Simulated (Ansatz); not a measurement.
# InP: energy against strain

InP (zinc blende, F-43m, 24.730 Å³/atom at rest) under an equal strain ε in the (001) plane with the normal axis free, as in a coherent film. LDA in Ansatz, a plane-wave DFT program (PAW, default set), 420 eV, 10×10×10 Γ-centred mesh, Fermi-Dirac smearing 0.05 eV; ions are relaxed within the symmetry of each cell.

Here s stands for strain and y for E less E0.

| strain (%) | E less E0 (meV/atom) |
|---|---|
| -1.50 | 3.35 |
| -1.00 | 1.47 |
| -0.50 | 0.36 |
| 0.00 | 0.00 |
| 0.50 | 0.36 |
| 1.00 | 1.41 |
| 1.50 | 3.15 |
| 3.00 | ? |

Task: Using a parabola, estimate the missing y at s = 3.00 from the other rows, showing the fit.

Result: Least squares gives y = -0.002 - 0.0514·s + 1.4448·s². Residuals (row less fit): 0.024, -0.024, -0.025, 0.002, 0.026, 0.019, -0.022; standard error 0.029 (degrees of freedom: 4). Twice the quadratic coefficient over the volume, 2 × 1.4448 meV × 10⁴ × 0.1602 / 24.730 Å³, is twice the biaxial elastic modulus of this plane = 187 ± 1.6 GPa. At the withheld row, y = -0.002 - 0.0514 × 3.0 + 1.4448 × 3.0² = 12.847 meV/atom. The calculation gives 12.18 meV/atom, 0.667 meV/atom below the prediction (5.5 % of the range of y in the table). The row lies outside the fitted rows, so this is an extrapolation. From the scatter of the fitted rows alone, a prediction at this place has a standard error of 0.110 meV/atom, so the miss is 6.1 times that.

One order more, fitted to all 13 runs of the series, follows each within 0.01, so the miss is the next term of a smooth law. Rows are the converged runs of the series near zero and its far end; series whose fitted rows scatter by over a few per cent of the range, as at a crossing or softening among them, aren't shown in this form. Most that stay on the fit to the last digits aren't either.
